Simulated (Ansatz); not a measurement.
The reference is BP in the zinc blende structure (space group F-43m, No. 216; a = 4.520 Å). Axes: x, y, z lie along the cube axes.

Calculations: PBEsol/PAW in Ansatz (a first-principles code), no spin-orbit coupling, earlier PAW set.

A first run, uniaxial strain ε_zz = −1.63 %, gives secant values C11 ≈ 350 GPa and C12 ≈ 88 GPa from its stress. A second run applies biaxial strain −0.91 %, plane normal [001], relaxed out of plane.

What does linear elasticity predict for −ε⊥/ε∥ in the second run, and what does the run give?

Linear elasticity: 2 C12/C11 = 0.50. The run gives 0.47; any difference comes from nonlinear terms at these strains and numerical noise.

Whether these cells are dynamically stable was not tested.
